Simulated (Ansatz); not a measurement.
System: interstitial H in beta Ga2O3 (charge state +1). Computed with PBE, PAW (plane waves to 420 eV; Ansatz, an electronic-structure program).

Cell of 120 host sites held at the relaxed PBE lattice; the Γ point alone; Fermi-Dirac width 0.01 eV, spin-restricted; finite-size errors left in. No zero-point or tunnelling terms. The charge state is imposed; whether it is stable for some Fermi level was not computed. Sites that were not tried may lie lower.

Barriers: single points on a 2×2×2 k-point mesh shifted by half a step at the bands' geometries.

Relaxed starting cell (atoms counted from 1):

```xyz
121
Lattice="12.4550 0.0000 0.0000 0.0000 9.2503 0.0000 -2.7827 0.0000 11.4204" Properties=species:S:1:pos:R:3 pbc="T T T"
Ga     0.0129     0.0050     4.5191
Ga    -1.4904     0.0040    10.0353
Ga    -0.0004     3.0925     4.5581
Ga    -1.3880     3.0922    10.2571
Ga    -0.0002     6.1680     4.5580
Ga    -1.3885     6.1659    10.2568
Ga     4.8734     1.5596     1.1856
Ga     3.4229     1.5448     6.8756
Ga     4.8199     4.6305     1.1801
Ga     3.4157     4.6301     6.9033
Ga     4.8739     7.7015     1.1856
Ga     3.4229     7.7153     6.8757
Ga     1.5100     1.6212     1.8799
Ga     0.1454     1.5449     7.4828
Ga     1.5428     4.6299     1.7906
Ga     0.1353     4.6301     7.5222
Ga     1.5098     7.6387     1.8791
Ga     0.1453     7.7156     7.4826
Ga     3.3248     0.0048     3.9014
Ga     1.9339     0.0053     9.5976
Ga     3.3111     3.0982     3.9418
Ga     1.8850     3.0848     9.6411
Ga     3.3113     6.1619     3.9415
Ga     1.8845     6.1763     9.6411
O      1.9189     0.0036     0.4770
O      0.5026     0.0050     6.3067
O      1.8730     3.0809     0.6342
O      0.4897     3.0919     6.3433
O      1.8723     6.1784     0.6338
O      0.4898     6.1685     6.3434
O      2.9522     1.5391     5.0712
O      1.5332     1.5100    10.8239
O      2.9518     4.6301     5.1017
O      1.5395     4.6307    10.8132
O      2.9522     7.7209     5.0714
O      1.5322     7.7511    10.8241
O      1.3698     0.0049     3.1598
O     -0.0194     0.0051     8.8958
O      1.3823     3.0949     3.2496
O     -0.0202     3.0767     8.9512
O      1.3822     6.1655     3.2493
O     -0.0204     6.1834     8.9512
O      3.4460     1.5228     2.4509
O      2.0567     1.5402     8.1986
O      3.4507     4.6300     2.4941
O      2.0458     4.6301     8.2106
O      3.4461     7.7371     2.4506
O      2.0566     7.7200     8.1989
O      5.8435     0.0055     1.4807
O      4.4181     0.0049     7.1709
O      5.8362     3.1025     1.4736
O      4.4135     3.0862     7.1763
O      5.8364     6.1586     1.4734
O      4.4134     6.1738     7.1764
O     -0.9735     1.5481     4.2202
O     -2.4198     1.5696     9.9464
O     -0.9848     4.6303     4.2460
O     -2.3883     4.6290     9.9687
O     -0.9736     7.7123     4.2205
O     -2.4199     7.6887     9.9459
Ga     6.2528     1.5470     4.5333
Ga     4.8412     1.5516    10.2488
Ga     6.2450     4.6299     4.5282
Ga     4.8273     4.6303    10.2485
Ga     6.2527     7.7130     4.5331
Ga     4.8410     7.7088    10.2489
Ga    11.0404     0.0044     1.1594
Ga     9.6382     0.0051     6.8631
Ga    11.0588     3.0879     1.1659
Ga     9.6526     3.0876     6.8923
Ga    11.0586     6.1712     1.1661
Ga     9.6526     6.1727     6.8922
Ga     7.7850     0.0053     1.7922
Ga     6.3607     0.0048     7.4923
Ga     7.7860     3.0928     1.7901
Ga     6.3582     3.0928     7.4949
Ga     7.7860     6.1678     1.7902
Ga     6.3581     6.1671     7.4949
Ga     9.5301     1.5524     3.9127
Ga     8.0895     1.5569     9.6175
Ga     9.5283     4.6302     3.9251
Ga     8.1165     4.6296     9.6240
Ga     9.5300     7.7081     3.9127
Ga     8.0894     7.7021     9.6175
O      8.1089     1.5490     0.6196
O      6.7092     1.5481     6.3303
O      8.1133     4.6304     0.6168
O      6.7022     4.6299     6.3254
O      8.1085     7.7117     0.6196
O      6.7091     7.7117     6.3303
O      9.1870     0.0051     5.0705
O      7.7843     0.0043    10.7885
O      9.1972     3.0864     5.0913
O      7.7787     3.0907    10.8004
O      9.1969     6.1741     5.0913
O      7.7790     6.1683    10.8004
O      7.6187     1.5513     3.2229
O      6.1971     1.5487     8.9295
O      7.6223     4.6300     3.2272
O      6.1930     4.6300     8.9342
O      7.6187     7.7089     3.2228
O      6.1970     7.7111     8.9295
O      9.6944     0.0049     2.4766
O      8.2817     0.0047     8.1885
O      9.6995     3.0842     2.4816
O      8.2743     3.0940     8.1922
O      9.6993     6.1758     2.4817
O      8.2743     6.1658     8.1922
O     12.0770     1.5338     1.4300
O     10.6519     1.5390     7.1800
O     12.0590     4.6296     1.4734
O     10.6539     4.6302     7.1911
O     12.0764     7.7253     1.4306
O     10.6518     7.7213     7.1800
O      5.2526     0.0049     4.2337
O      3.8499     0.0051     9.9573
O      5.2444     3.0854     4.2320
O      3.8219     3.0844     9.9677
O      5.2445     6.1744     4.2317
O      3.8217     6.1761     9.9679
H      2.8867     0.0011     0.3271
```
Cell charge +1.

End state 1 differs by these moves (Å; atoms that move under 0.08 Å are left out):

```csv
atom,element,Δx,Δy,Δz
2,Ga,0.05,0.01,0.19
11,Ga,0.05,0.01,0.19
13,Ga,0.04,-0.08,-0.11
17,Ga,-0.01,0.07,-0.06
20,Ga,-0.01,0.07,-0.06
24,Ga,0.04,-0.08,-0.11
25,O,-0.01,-0.04,0.11
36,O,-0.01,-0.04,0.11
121,H,0.45,-1.53,-0.66
```

Q: What forward and backward barriers to end state 1 does PBE, PAW give?

A: forward 0.28 eV, backward 0.28 eV; at the saddle point atom 121 has neighbours O at 1.24, O at 1.25 Å. The check of the saddle point's order was inconclusive, and it lies on a symmetry element of the cell, where a band can be held.
